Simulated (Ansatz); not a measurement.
The (111)B surface of zinc-blende ZnS, S-terminated, 2x2 with 2 NH2 on 4 top atoms (bottom of the slab: 2 H on 4 bottom sites)

Method: PBE (plane waves to 420 eV, PAW; Ansatz, a quantum-chemistry and plane-wave program).

Set-up: 40 atoms, 14.1 Å thick at the start with caps and adatoms; mesh 3x3x1; 0.025 eV smearing; dipole correction on; 8 atoms held, the rest relaxed; no symmetry held; no spin, no spin-orbit, no U. It is one candidate, not shown to be the stable structure of the face.

The gap of the slab on its k-mesh comes out as 2.26 eV. The highest filled level below the top vacuum level is 5.10 eV and the energy released by relaxation comes out as 2.74 eV. The cost is very roughly 80 core-minutes.
